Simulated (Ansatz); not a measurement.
Defect migration in chalcopyrite CuGaSe2: Se vacancy, charge state +2. Calculation: PBE, PAW (plane waves to 420 eV; Ansatz, a first-principles code).

64-site cell at the relaxed PBE lattice, one k-point at (0.250, 0.250, 0.250), smearing 0.05 eV, spin-restricted, no finite-size correction. No zero-point or tunnelling terms. PBE gaps are too small, and in this host the defect's levels may merge with the bands. The charge state is imposed; whether it is stable for some Fermi level was not computed. Forms of the defect that were not tried may lie lower.

Barriers: single points on a 2×2×2 k-point mesh shifted by half a step at the bands' geometries (they differ from the bands' own by up to 0.09 eV, and are uncertain by about as much).

The step: a nearby Se atom hops onto the vacant site (strongly reconstructed ends). Atoms about the jump, Cartesian Å from the middle of the jump, before and after:

```tsv
atom	x0	y0	z0	x1	y1	z1
Se1	0.00	-1.39	1.41	0.00	1.39	-1.41
Cu2	1.80	-0.36	0.30	1.79	0.34	-0.33
Ga3	-1.36	-2.88	0.00	-1.85	-3.22	-0.43
Ga4	-1.76	-0.47	-3.25	-1.38	-0.01	-2.88
Cu5	-1.42	0.00	2.82	-1.73	0.34	3.12
```

Question: Predict the transition state.

Answer: 
```
atom      x      y      z
----  -----  -----  -----
Se1   -0.48  -0.43   0.05
Cu2    1.81  -0.15   0.04
Ga3   -1.52  -2.67  -0.22
Ga4   -1.46  -0.29  -2.53
Cu5   -1.54   0.18   2.71
```
It lies 1.59 eV above the start and 1.59 eV above the end. The saddle point's order was not checked.
